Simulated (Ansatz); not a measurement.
An Ansatz (an electronic-structure program) run: Ru with a change (uniaxial strain ε_xx = +5.47 %); r2SCAN (Ansatz, PAW, no spin-orbit coupling).

Input:

Ansatz 0.2 input:
```yaml
crystal:
  lattice:
    - [2.852502091, 0, 0]
    - [-1.4262510455, 2.3422198494, 0]
    - [0, 0, 4.2600880658]
  atoms:
    - { symbol: Ru, position: [0.3333333333, 0.6666666667, 0.75] }
    - { symbol: Ru, position: [0.6666666667, 0.3333333333, 0.25] }
basis: { ecutwfc: 500, ecutrho_ratio: 4, xc_grid: 4, fft_grid_basis: typed }
kpoints: { mp_grid: { grid: [20, 20, 11] } }
hamiltonian:
  xc: r2scan
  dispersion: none
  pseudopotentials: { kind: paw }
scf: { occupations: { method: fermi_dirac, width: 0.05 }, convergence: { dr2_threshold: 0.0000000002 } }
relax: { f_tol: 0.005, max_steps: 50 }
output: { forces: true, stress: true }
checkpoint: { write: state.ck, write_every: 1000 }
```

Output (explanatory and most iteration lines left out):

```
Relaxation: its limit of steps is 50 (relax.max_steps)
Pseudopotential: Ru, paw, valence charge 16
Crystal: 2 atoms, lattice volume = 28.462 Å³
Basis set: ecut = 500 eV, 707 PW (Γ), exchange–correlation on 96×80×128 points (64 copies of the dense FFT grid, shifted against one another)
Bands: 20, of which v1, the nominal top of the filled ones, is band 16 counted from 1 (15 counted from 0)
Symmetry: 8 space group operations
Space group: Cmcm (ITA 63), of the structure as read, at distance tolerance 3.1e-5 Å
k-points: 666 of 4400
Functional: x = r2scan, c = r2scan; τ floored in thin density (d = 2e-4 eV/Å³)
SCF iter   1: F=—  HF=-11781.260255 eV  |F-HF|=—  |Δ(HF+E_count)|=         —  Δρ=1.07e-2  dr2=1.06e-2  dr2_τ=1.47e-2  ethr=1.77e-3  ⟨swp⟩=5.1  Hψ=54015  notcnv=0
SCF iter   2: F=—  HF=-11781.282643 eV  |F-HF|=—  |Δ(HF+E_count)|=   2.24e-2  Δρ=5.96e-3  dr2=2.63e-3  dr2_τ=2.06e-4  ethr=3.31e-5  ⟨swp⟩=2.0  Hψ=31967  notcnv=0  defer=1
SCF 1 converged in 8 iterations: F = -11781.286068 eV  dr2 = 9.65e-11
relax step   1: F+E_penalty+E_count = -11781.28606824 eV  Δ(F+E_penalty+E_count) = +0.000e0 eV  max|allowed force component| = 1.037e-1 eV/Å  Δτ_max = 0.0000 Å  (8 SCF iters, accepted)
Crystal: 2 atoms, lattice volume = 28.462 Å³
SCF iter   1: F=—  HF=-11781.267898 eV  |F-HF|=—  |Δ(HF+E_count)|=         —  Δρ=2.36e-3  dr2=7.94e-4  dr2_τ=3.74e-2  ethr=2.35e-6  ⟨swp⟩=2.0  Hψ=46254  notcnv=0  defer=1
SCF iter   2: F=—  HF=-11781.286476 eV  |F-HF|=—  |Δ(HF+E_count)|=   1.86e-2  Δρ=1.26e-3  dr2=1.72e-4  dr2_τ=3.95e-5  ethr=2.35e-6  ⟨swp⟩=2.0  Hψ=26506  notcnv=0  defer=1
SCF 2 converged in 7 iterations: F = -11781.286576 eV  dr2 = 7.55e-11
relax step   2: F+E_penalty+E_count = -11781.28657596 eV  Δ(F+E_penalty+E_count) = -5.077e-4 eV  max|allowed force component| = 6.325e-2 eV/Å  Δτ_max = 0.0123 Å  (7 SCF iters, accepted)
Crystal: 2 atoms, lattice volume = 28.462 Å³
SCF iter   1: F=—  HF=-11781.284096 eV  |F-HF|=—  |Δ(HF+E_count)|=         —  Δρ=9.18e-4  dr2=1.20e-4  dr2_τ=5.53e-3  ethr=3.67e-6  ⟨swp⟩=2.3  Hψ=32358  notcnv=0  defer=2
SCF iter   2: F=—  HF=-11781.286852 eV  |F-HF|=—  |Δ(HF+E_count)|=   2.76e-3  Δρ=4.87e-4  dr2=2.59e-5  dr2_τ=5.95e-6  ethr=3.74e-7  ⟨swp⟩=2.0  Hψ=29422  notcnv=0  defer=1
SCF 3 converged in 7 iterations: F = -11781.286868 eV  dr2 = 4.05e-12
relax step   3: F+E_penalty+E_count = -11781.28686794 eV  Δ(F+E_penalty+E_count) = -2.920e-4 eV  max|allowed force component| = 1.534e-3 eV/Å  Δτ_max = 0.0047 Å  (7 SCF iters, accepted)
Crystal: 2 atoms, lattice volume = 28.462 Å³
SCF iter   1: F=—  HF=-11781.286868 eV  |F-HF|=—  |Δ(HF+E_count)|=         —  Δρ=1.97e-7  dr2=4.05e-12  dr2_τ=1.40e-12  ethr=1.00e-12  ⟨swp⟩=2.0  Hψ=66848  notcnv=0  defer=1
SCF iter   2: F=-11781.286868 eV  HF=-11781.286868 eV  |F-HF|=3.64e-12  |Δ(HF+E_count)|=  3.64e-12  Δρ=7.12e-8  dr2=3.51e-13  dr2_τ=1.96e-13  ethr=1.00e-12  ⟨swp⟩=3.0  Hψ=37418  notcnv=0
SCF 4 converged in 2 iterations: F = -11781.286868 eV  dr2 = 3.51e-13
SCF converged after 2 iterations
Free energy (F): -11781.286868 eV
Internal energy: -11781.272615 eV  (E = F + TS)
E sigma→0 (E₀):  -11781.279741 eV
Entropy (-TS):   -0.014253 eV (-7.127 meV/atom)
Fermi energy:    22.093691 eV
--- Forces (eV/Å), atoms counted from 1 ---
  atom   1  Ru     0.00000000    -0.00153218     0.00000000
  atom   2  Ru    -0.00000000     0.00153218    -0.00000000
--- Stress (GPa, compression-positive) ---
      -25.750482       0.000000       0.000000
        0.000000      -9.307753       0.000000
        0.000000       0.000000      -9.127081
  P = ⅓ Tr σ = -14.7284 GPa (-147.284 kbar)
--- Relaxed structure (3 steps of the walk, 3 accepted, 0 SCFs on fresh bases) ---
  atoms:
    - { symbol: Ru, position: [0.33171532302861956, 0.6634306460572392, 0.75] }
    - { symbol: Ru, position: [0.6682846769713804, 0.33656935394276083, 0.25] }
```

Without a gap, meshes like the base's 20×20×11 leave anisotropic stresses uncertain by several tenths of a GPa, and small strain energies with them. No phonon test of stability was made. The final runs are not spin-polarised. The cell was made from Ru in the hcp (Mg type) structure (space group P6_3/mmc, No. 194) by this change: uniaxial strain ε_xx = +5.47 %.
